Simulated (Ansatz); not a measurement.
Where the default PAW files enter, the runs use the earlier of Ansatz's two default sets.

Inside the gap of an insulator the Bloch states are evanescent, with a wavenumber k + iκ along the transport direction.

Consider the following.

```xyz
8
Lattice="4.3794 0.0000 0.0000 0.0000 12.2215 0.0996 0.0000 1.3906 3.9310" Properties=species:S:1:pos:R:3 pbc="T T T"
Sn     2.6036     5.1803     1.4847
Sn     1.7759     8.4318     2.5459
Sn     0.4139     1.6257     0.5306
Sn     3.9656    11.9863     3.5000
Se     2.0874    11.0226     1.6295
Se     2.2921     2.5895     2.4012
Se     4.2771     8.0050     0.4855
Se     0.1023     5.6071     3.5452
```

Space group of this cell: Pnma. The cell was relaxed by PBE-D3(BJ); by r2SCAN its mean pressure is 1.2 GPa.

Transport runs along the normal of the first two printed cell vectors.

The gap is the functional's own, uncorrected, and κ follows it; spin-orbit coupling is left out. Mid-gap values are interpolated between the computed energies.

Question: Estimate the band gap and the smallest decay constant κ at mid-gap that r2SCAN (Ansatz, a quantum-chemistry and plane-wave program) returns for this system.

Answer: Gap 0.75 eV on a 8×8×8 mesh; κ = 0.076 1/Å, at (0.000, 0.250) of the in-plane reciprocal vectors. At the zone centre, at the nearest computed energy, the slowest state has κ = 0.14 1/Å.
